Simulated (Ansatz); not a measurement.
```
CELL_PARAMETERS angstrom
      0.00000     5.73773     5.73773
      5.73773     0.00000     5.73773
      5.73773     5.73773     0.00000
ATOMIC_POSITIONS crystal
  Cs 0.75000 0.75000 0.75000
  Cs 0.25000 0.25000 0.25000
  Na 0.00000 0.00000 0.00000
  La 0.50000 0.50000 0.50000
  Br 0.24881 0.75119 0.75119
  Br 0.75119 0.24881 0.24881
  Br 0.75119 0.24881 0.75119
  Br 0.24881 0.75119 0.24881
  Br 0.75119 0.75119 0.24881
  Br 0.24881 0.24881 0.75119
```

The cell is a database entry relaxed within its symmetry; it need not be the phase found at ambient conditions. Dynamical quadrupoles are not included in the interpolation of the phonons between the solved wave vectors.

Is this relaxed cell dynamically stable according to harmonic phonons (finite displacements on a 2×2×2 mesh, Ansatz, a quantum-chemistry and plane-wave program, PBEsol functional, plane-wave PAW, k mesh 4×4×4)? If not, where is the strongest instability?

No. The softest mode is 27i cm⁻¹ at q = (0.000, 0.000, 0.000) in fractions of the reciprocal vectors of this cell, and 4 of the 8 wave vectors of the mesh carry a mode beyond 15i cm⁻¹.

The PAW data sets were generated under PBE and serve the other functionals too.
